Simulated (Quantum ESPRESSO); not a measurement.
**How far to go with the SCF threshold: Ca (Fm-3m, 1 atom in the cell)**

```xyz
1
Lattice="0.0000 2.7984 2.7984 2.7984 0.0000 2.7984 2.7984 2.7984 0.0000" Properties=species:S:1:pos:R:3 pbc="T T T"
Ca     0.0000     0.0000     0.0000
```

Level of theory: PBEsol, PseudoDojo standard norm-conserving (PBESOL) pseudopotentials (plane waves; Quantum ESPRESSO 7.5).

Base settings: ecutwfc = 70 Ry; occupations = smearing; smearing = gauss; degauss = 0.0073499 Ry; potentials = {Ca: Ca.upf}; K_POINTS = automatic 10 10 10 0 0 0; conv_thr = 1e-09 Ry.

The mesh stays at the base's, so the ladder's end is converged at best in this setting alone.

Only quantities that move along the ladder and can be compared are tabulated.

The count of work is k-points × plane waves × bands × iterations; it is no time. 

The starting cell has typed, rounded lattice constants, without a prior relaxation at this level. Its lattice was rescaled by up to half a per cent.

Steps (conv_thr): 0.0073 Ry; 0.00073 Ry; 7.3e-05 Ry; 7.3e-06 Ry; 7.3e-07 Ry; 7.3e-08 Ry; 7.3e-09 Ry; 1e-09 Ry; 7.3e-10 Ry; 7.3e-12 Ry; 7.3e-14 Ry.

Q: What is the coarsest conv_thr that holds the free energy within 1 meV/atom of the last step, with all finer ones?

A: 0.00073 Ry, at 0.22 of the last step's count of work; the step before is off by 1.5 meV/atom.

Q: What is the coarsest conv_thr that holds the pressure within 0.2 GPa of the last step, with all finer ones?

A: 7.3e-05 Ry, at 0.33 of the last step's count of work; the step before is off by 0.27 GPa.

```tsv
conv_thr	free energy less the last step's (meV/atom)	pressure (GPa)	count of work / last
0.0073 Ry	1.46	1.24	0.11
0.00073 Ry	0.10	-1.52	0.22
7.3e-05 Ry	0.01	-1.21	0.33
7.3e-06 Ry	0.01	-1.21	0.33
7.3e-07 Ry	0.00	-1.26	0.44
7.3e-08 Ry	0.00	-1.24	0.56
7.3e-09 Ry	0.00	-1.24	0.56
1e-09 Ry	0.00	-1.25	0.67
7.3e-10 Ry	0.00	-1.25	0.67
7.3e-12 Ry	0.00	-1.25	0.78
7.3e-14 Ry	0.00	-1.25	1.0
```
